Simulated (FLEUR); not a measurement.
## A self-consistent single point of Mg₂Si (Fm-3m, 3 atoms in the cell) with FLEUR

Level of theory: PBE, all-electron FLAPW (FLEUR), scalar-relativistic valence.

The input file:

Input of the input generator:

```
scf Mg2Si
&input film=f /
0.0000000000 6.1230716918 6.1230716918
6.1230716918 0.0000000000 6.1230716918
6.1230716918 6.1230716918 -0.0000000000
1.0
1.0 1.0 1.0

3
12 0.2500000000 0.2500000000 0.2500000000
12 0.7500000000 0.7500000000 0.7500000000
14 0.0000000000 0.0000000000 0.0000000000

&comp jspins=1 /
&kpt div1=6 div2=6 div3=6 gamma=t /
&end /
```

```xml
<?xml version="1.0" encoding="UTF-8" standalone="no"?>
<fleurInput fleurInputVersion="0.39">
   <comment>
      scf Mg2Si                                                                                           
   </comment>
   <calculationSetup>
      <cutoffs Kmax="4.1" Gmax="14.3" GmaxXC="14.3" numbands="0"/>
      <scfLoop itmax="100" minDistance="0.00001" maxIterBroyd="15" imix="Anderson" alpha="0.05" precondParam="0.0" spinf="2.0"/>
      <coreElectrons ctail="T" frcor="F" kcrel="0" coretail_lmax="0"/>
      <xcFunctional name="pbe" relativisticCorrections="F"/>
      <magnetism jspins="1"/>
      <soc l_soc="F" theta="0.0" phi="0.0" spav="F"/>
      <expertModes spex="0" secvar="F"/>
      <geometryOptimization l_f="T" forcealpha="1.0" forcemix="BFGS" epsdisp="0.00001" epsforce="0.00001"/>
      <ldaU l_linMix="F" mixParam="0.05" spinf="1.0"/>
   </calculationSetup>
   <cell>
      <bzIntegration valenceElectrons="24.0" mode="hist" fermiSmearingEnergy="0.00183747">
         <kPointListSelection listName="default-1"/>
         <!-- k-points included here -->
         <xi:include xmlns:xi="http://www.w3.org/2001/XInclude" href="kpts.xml"> </xi:include>
      </bzIntegration>
      <!-- symmetry operations included here -->
      <xi:include xmlns:xi="http://www.w3.org/2001/XInclude" href="sym.xml"> </xi:include>
      <bulkLattice scale="1.0">
         <bravaisMatrix>
            <row-1>    0.0000000000000000     6.1230716917999999     6.1230716917999999</row-1>
            <row-2>    6.1230716917999999     0.0000000000000000     6.1230716917999999</row-2>
            <row-3>    6.1230716917999999     6.1230716917999999     0.0000000000000000</row-3>
         </bravaisMatrix>
      </bulkLattice>
   </cell>
   <atomSpecies>
      <species name="Magnesium (Mg)" element="Mg" atomicNumber="12">
         <mtSphere radius="2.48" gridPoints="857" logIncrement="0.013"/>
         <atomicCutoffs lmax="10" lnonsphr="8"/>
         <electronConfig flipSpins="F">
            <coreConfig>(1s1/2)</coreConfig>
            <valenceConfig>(2s1/2) (2p1/2) (2p3/2) (3s1/2)</valenceConfig>
         </electronConfig>
         <energyParameters s="3" p="3" d="3" f="4"/>
         <lo type="SCLO" l="0" n="2" eDeriv="0"/>
         <lo type="SCLO" l="1" n="2" eDeriv="0"/>
      </species>
      <species name="Silicon (Si)" element="Si" atomicNumber="14">
         <mtSphere radius="2.48" gridPoints="857" logIncrement="0.014"/>
         <atomicCutoffs lmax="10" lnonsphr="8"/>
         <electronConfig flipSpins="F">
            <coreConfig>(1s1/2) (2s1/2) (2p1/2) (2p3/2)</coreConfig>
            <valenceConfig>(3s1/2) (3p1/2) (3p3/2)</valenceConfig>
            <stateOccupation state="(3p1/2)" spinUp="0.3333333333333" spinDown="0.3333333333333"/>
            <stateOccupation state="(3p3/2)" spinUp="0.6666666666667" spinDown="0.6666666666667"/>
         </electronConfig>
         <energyParameters s="3" p="3" d="3" f="4"/>
      </species>
   </atomSpecies>
   <atomGroups>
      <atomGroup species="Magnesium (Mg)">
         <relPos label="                   1">1.000/4.000 1.000/4.000 1.000/4.000</relPos>
         <relPos label="                   2">-1.000/4.000 -1.000/4.000 -1.000/4.000</relPos>
         <force calculate="T" relaxXYZ="TTT"/>
      </atomGroup>
      <atomGroup species="Silicon (Si)">
         <relPos label="                   3">.0000000000 .0000000000 .0000000000</relPos>
         <force calculate="T" relaxXYZ="TTT"/>
      </atomGroup>
   </atomGroups>
   <output dos="F" band="F" slice="F">
      <checks vchk="F" cdinf="F"/>
      <bandDOS minEnergy="-.5*Htr" maxEnergy="0.5*Htr" sigma="0.015" storeEVData="T"/>
      <vacuumDOS vacdos="F" integ="F" star="F" nstars="0" locx1="0.0" locy1="0.0" locx2="0.0" locy2="0.0" nstm="0" tworkf="0.0"/>
      <unfoldingBand unfoldBand="F" supercellX="1" supercellY="1" supercellZ="1"/>
      <plotting iplot="0" polar="F">
         <plot TwoD="T" vec1="  1.0  0.0  0.0" vec2="  0.0  1.0  0.0" vec3="  0.0  0.0  1.0" zero="  0.0  0.0  0.0" file="plot"/>
      </plotting>
      <chargeDensitySlicing numkpt="0" minEigenval="0.0" maxEigenval="0.0" nnne="0" pallst="F"/>
      <specialOutput eonly="F"/>
      <magneticCircularDichroism mcd="F" energyLo="-10.0" energyUp="0.0"/>
   </output>
  <!-- We include the file relax.xml here to enable relaxations (see documentation) -->
  <xi:include xmlns:xi="http://www.w3.org/2001/XInclude" href="relax.xml"> <xi:fallback/> </xi:include>
</fleurInput>
```

Output, abridged:

```
      Welcome to FLEUR        (www.flapw.de)
      MaX-Release 8.1          (www.max-centre.eu)

 ========== k-point set info ==========
 Selected k-point list: default-1
 k-point list type: mesh
 6 x 6 x 6
 Number of k points: 16

 ------------Calculation Setup---------------------------
           1           2           4           8          16
 Number of basis functions:          562
 Iteration:     1   Distance:       5.74066735 me/bohr^3
 Iteration:     2   Distance:       5.21395025 me/bohr^3
 Iteration:     3   Distance:       2.26836529 me/bohr^3
 Iteration:     4   Distance:       0.91264442 me/bohr^3
 Iteration:     5   Distance:       0.45792999 me/bohr^3
 Iteration:     6   Distance:       0.07532034 me/bohr^3
   [... 2 lines left out ...]
 Iteration:     9   Distance:       0.00943910 me/bohr^3
 Iteration:    10   Distance:       0.00158548 me/bohr^3
 Iteration:    11   Distance:       0.00009837 me/bohr^3
 Iteration:    12   Distance:       0.00013032 me/bohr^3
 Iteration:    13   Distance:       0.00000390 me/bohr^3

 Run finished successfully
 Stop message:
   Structural relaxation: Done

[file out, last iteration]
             iter=     14
          p o t e n t i a l   g e n e r a t o r
[...]
          integral of pseudo charge density inside the slab=        0.000000   0.000000
     coulomb potential in the interstitial region:
          density-coulomb potential integrals
          total density-coulomb potenti     -992.9625842857
          density-effective potential integrals for spin  1
          total density-effective poten   -1.0623399886E+03
          charge density-energy density integrals
          total charge density-energy d   -5.3760851423E+01
 Updated energy parameters for spin:           1
  Atom    1 3s branch from -2.65 to  1.18 htr. ; e_l =  0.0684
  Atom    1 3p branch from -1.42 to  1.56 htr. ; e_l =  0.2020
  Atom    1 3d branch from -9.99 to  1.78 htr. ; e_l =  0.3620
  Atom    1 4f branch from -9.99 to  3.33 htr. ; e_l =  0.5280
  Atom    1 2s branch from-46.00 to -2.65 htr. ; e_l(l -2.6489
  Atom    1 2p branch from -9.99 to -1.42 htr. ; e_l(l -1.4272
  Atom    2 3s branch from -4.75 to  0.53 htr. ; e_l = -0.1170
  Atom    2 3p branch from -3.14 to  0.97 htr. ; e_l =  0.0891
  Atom    2 3d branch from -9.99 to  1.47 htr. ; e_l =  0.3009
  Atom    2 4f branch from -9.99 to  3.10 htr. ; e_l =  0.4738
[...]
 fermi energy and band-weighting factors:
at   0.00000   0.00000   0.00000   k-weight:    0.004630
   19 eigenvalues :
   -2.648900   -2.648818   -1.427356   -1.427356   -1.427356   -1.426940   -1.426940   -1.426940
   -0.179202    0.146139    0.146139    0.146139    0.202289    0.237579    0.237579    0.237579
    0.351164    0.351164    0.363452
   [... 2 blocks of this kind left out ...]

[...]
FERMIE:
          first approx. to ef    (T=0)  :   0.146139 htr   (energy of the highest occ. eigenvalue)
          number of occ. states  (T=0)  :        192
          first approx. to seigv (T=0)  : -27.612268 htr
          sum of weights of occ. states :  12.000000
          sum of semicore charge        :   0.000000 e
FERHIS:  Fermi-Energy by histogram:
          bandgap                     :   0.010038 htr
          charge neutrality (T=0)     :   0.000000    (zero if the highest occ. eigenvalue is "entirely" occupied)
     EF_NEWTON:  Adjust Fermi-Energy by Newton-Method.
               Number of iterations needed  :   3
               The error in the weight is   :  0.57728E-10
               The error in ef is           : -0.54460E-10 htr
     -->  new fermi energy            :   0.150871 htr
          valence charge              :  24.000000 e
          actual charge blw ef-8kt    :  23.824074 e
          actual charge blw ef+8kt    :  24.000000 e
          number of occ. states       :       194
          sum of the valence weights  :   12.000000
          entropy         :   0.016529 *kb htr/K =   0.00000 htr/K
          sum of val. single particle energies:       -27.6122452486 htr
 Direct bandgap for spin            1 :    5.6149696301466434E-002  Htr
 at k-point            1  with k-vector    0.0000000000000000        0.0000000000000000        0.0000000000000000
          valence density: spin= 1
[...]
     l-like charge
     atom     s        p        d        f        total
 -->  1    2.35487  6.31455  0.06968  0.00673    8.74695
 -->  2    1.16073  1.69485  0.02487  0.00178    2.88252
          total charge for spin  1=   24.000000
          interst. charge =       3.623580
          mt charge=              8.746952    2.882516
          total charge  =   24.000000
          z= 12.     r(1)=  0.364437E-04     dx= 0.013000     m.t.index= 857
               n    l     j    energy       weight
               1.   0.   0.5  -46.0011      2.0000
          atom type    1  (spin 1)
          kinetic energy=  0.135039247561E+03     sum of the eigenvalues= -0.920021593669E+02
          0.00000000  electrons lost from core.
          z= 14.     r(1)=  0.154834E-04     dx= 0.014000     m.t.index= 857
               n    l     j    energy       weight
               1.   0.   0.5  -65.2445      2.0000
               2.   0.   0.5   -4.7521      2.0000
               2.   1.   0.5   -3.1523      2.0000
               2.   1.   1.5   -3.1285      4.0000
          atom type    2  (spin 1)
          kinetic energy=  0.285379537222E+03     sum of the eigenvalues= -0.158811864330E+03
          0.00032508  electrons lost from core.
          total charge for spin  1=   38.000000
          interst. charge =       3.623900
          mt charge=             10.746955   12.882191
          total charge  =   38.000000
          zc=    38.000000     qfix=    1.000000
     t o t a l  e n e r g y
          sum of eigenvalues =              -370.4284283124
          density-coulomb potential int     -992.9625842857
          density-effective potential i    -1062.3399885958
          charge density-ex.-corr.energ      -53.7608514228
          el.-nucl. inter. diff. m.t.        476.2231304022
          Madelung term for atom type:        -7.5425701360
          el.-nucl. inter. diff. m.t.        344.4192883806
          Madelung term for atom type:        -4.2057643732
 ---->    total energy=                     -690.7213365743 htr
 ---->    (input%tkb*entropy) TS=              0.0000303719 htr
 ---->    free energy=                      -690.7213669462 htr
      extrapolation for T->0
 ---->    total electron energy=            -690.7213517602 htr
 ***** TOTAL FORCES ON ATOMS *****
 TOTAL FORCE FOR ATOM TYPE=  1  X=  3.062   Y=  3.062   Z=  3.062
                       FX_TOT= 0.000000 FY_TOT= 0.000000 FZ_TOT= 0.000000
 TOTAL FORCE FOR ATOM TYPE=  2  X=  0.000   Y=  0.000   Z=  0.000
                       FX_TOT= 0.000000 FY_TOT= 0.000000 FZ_TOT= 0.000000
 Structural relaxation: Done
```

The run converged in 13 iterations. FLEUR gives forces in its relaxation mode, with a further iteration, so its stop message speaks of a relaxation.

The starting cell comes from a database of computed structures (which also holds hypothetical and non-ambient phases and stackings), without a prior relaxation at this level. Its lattice was rescaled by a random factor within 2.5 % of one. Values depend on the basis (sphere radii, cutoffs, local orbitals), which need not be converged.

Cost on one core of a shared machine: roughly 40 s.
